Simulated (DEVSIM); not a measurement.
Structure: Schottky contact on p-type GaP, at 250 K.

```tsv
layer (left to right)	material	thickness (μm)	Na (cm⁻³)	τn (s)	τp (s)
1	GaP	16.0	2.2e17	6.1e-7	6.1e-7
```

Left contact: Schottky, work function 4.74 eV, emission velocity 1.9e6 cm/s. Right contact: ohmic. Voltage is applied to the left contact. Recombination: SRH at mid-gap, radiative. Mobility is μmin + (μ − μmin)/(1 + (N/Nref)^α).

Constants are typed, rounded textbook-type inputs, not results; the design itself was drawn at random and stands for no fabricated device. Values at 300 K; Nc and Nv go as T^1.5, mobilities as T to minus their exponent, the gap by Varshni's rule with the affinity fixed.

```tsv
parameter	GaP
gap (eV)	2.26
affinity (eV)	3.8
permittivity	11.1
Nc (cm⁻³)	1.8e19
Nv (cm⁻³)	1.9e19
μn (cm²/Vs)	250
μp (cm²/Vs)	150
μn,min	10
μp,min	10
Nref,n	4.4e18
Nref,p	1e18
αn	0.8
αp	0.85
T exponent of μn	1.6
T exponent of μp	1.98
B (cm³/s)	1e-13
Varshni α (eV/K)	0.00058
Varshni β (K)	372
```

DEVSIM, 1D drift-diffusion, Boltzmann statistics, complete ionisation; no tunnelling, impact ionisation, image-force lowering or self-heating. Metal contacts follow the ideal Schottky-Mott rule: no Fermi-level pinning, no interface dipoles.

The metal work function was swept, all else fixed.

```tsv
metal work function (eV)	dark forward voltage at 1 A/cm² (V)	dark forward voltage at 100 A/cm² (V)	potential step across the device at zero bias (V)	largest field in the device at zero bias (V/cm)
4.54	1.212	1.341	1.449	320000
4.59	1.162	1.291	1.399	310000
4.64	1.112	1.241	1.349	310000
4.69	1.062	1.191	1.299	300000
4.74	1.012	1.141	1.249	290000
4.79	0.962	1.091	1.199	290000
4.84	0.912	1.041	1.149	280000
4.89	0.862	0.991	1.099	280000
```

From the first row to the last the dark forward voltage at 1 A/cm² goes from 1.212 to 0.862. From the first row to the last the dark forward voltage at 100 A/cm² goes from 1.341 to 0.991.
